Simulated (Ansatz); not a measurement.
# Refining one setting for a (111) slab of Lu (cut from a parent of space group no. 194; 8 atoms in the cell)

```yaml
crystal:
  lattice:
    - [6.15133, 0.00000, 0.00000]
    - [3.07566, 5.77748, 0.00000]
    - [0.00000, 0.00000, 21.85860]
  atoms:
    - { symbol: Lu, position: [0.59295, 0.14744, 0.36599] }
    - { symbol: Lu, position: [0.03323, 0.60020, 0.40428] }
    - { symbol: Lu, position: [0.14018, 0.05297, 0.44257] }
    - { symbol: Lu, position: [0.58047, 0.50574, 0.48085] }
    - { symbol: Lu, position: [0.68742, 0.95850, 0.51915] }
    - { symbol: Lu, position: [0.12770, 0.41127, 0.55743] }
    - { symbol: Lu, position: [0.23465, 0.86403, 0.59572] }
    - { symbol: Lu, position: [0.67493, 0.31680, 0.63401] }
```

Method: LDA (PW92), harder PAW files (source: ansatz) made with PBE (plane waves; Ansatz, an electronic-structure program).

The starting cell comes from a database of computed structures (which also holds hypothetical and non-ambient phases and stackings), without a prior relaxation at this level. The slab is cut from that crystal, and its faces are unrelaxed. Its lattice was rescaled in the plane by a random factor within 2.5 % of one.

Held fixed: kpoints.mp_grid.grid = 4 3 1; hamiltonian.xc = lda; hamiltonian.pseudopotentials = {kind: paw, source: ansatz}; scf.occupations.method = cold; scf.occupations.width = 0.136 eV; efield.axis = 3; efield.dipole_correction = true.

ΔF is the free energy per atom less that of the last row (1020 eV).

```csv
basis.ecutwfc,ΔF (meV/atom),largest force (eV/Å),plane waves,iterations
270 eV,209087.3,4.984,7857,37
340 eV,21220.2,1.650,11093,13
410 eV,2364.6,0.886,14589,13
475 eV,270.0,0.898,18295,13
545 eV,15.5,0.907,22501,13
610 eV,1.04,0.908,26535,13
680 eV,0.79,0.908,31177,13
780 eV,0.31,0.908,38335,13
885 eV,0.24,0.908,46365,13
1020 eV,0.00,0.908,57307,13
```

Energy within 0.5 meV/atom of the last row: from basis.ecutwfc = 780 eV on; the one before it is off by 0.79 meV/atom.

Left out of this page: 2 runs of the series stopped by limits of time or memory.

Keys are those of Ansatz 0.2.
